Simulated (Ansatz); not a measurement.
Base system: Tl in the diamond structure (space group Fd-3m, No. 227; a = 6.869 Å; a hypothetical phase, not in the database extracts checked).

Levels (all Ansatz, a first-principles code, PAW): PBEsol (420 eV, no SOC); PBEsol+SOC (420 eV, with spin-orbit coupling).

The geometry is relaxed with PBEsol.

```
Property          Result
---------------  -------
PBEsol pressure  0.0 GPa
```

Task: What does PBEsol+SOC give at this geometry for the pressure?

Result: The pressure goes from zero to -0.5 GPa.

Single points use the geometry relaxed with PBEsol. The spin-orbit shifts are approximate. Stability against distortions was not tested.
